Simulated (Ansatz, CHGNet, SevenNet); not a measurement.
# Lattice parameter a of HfB (Fm-3m, No. 225, 2 atoms in the cell; start COD 1511179) at several levels of theory

No measured value is used here.

```csv
level (code),value (Å)
CHGNet 0.3.0,4.845
CHGNet-r²SCAN,4.819
SevenNet-l3i5,4.837
LDA (Ansatz),4.748
PBE (Ansatz),4.834
PBEsol (Ansatz),(withheld)
r²SCAN (Ansatz),(withheld)
```

**Question.** What belongs in the gaps?

**Answer.** 
- PBEsol (Ansatz, a first-principles code), value (Å): 4.788
- r²SCAN (Ansatz), value (Å): 4.825

Density-functional levels without +SOC have no spin–orbit coupling. CHGNet 0.3.0, CHGNet-r²SCAN, SevenNet-l3i5, LDA, PBE, PBEsol, r²SCAN: the relaxation could not lower the start's symmetry, so the cell can be a saddle point above a distorted one. Cutoffs differ between the levels. Ansatz's density-functional and Hartree–Fock values are scalar-relativistic unless marked +SOC, with PAW data made under PBE.

Machine-learned potentials (CHGNet 0.3.0, CHGNet-r²SCAN, SevenNet-l3i5) are trained on DFT data: a solid inside that data is no test of them.
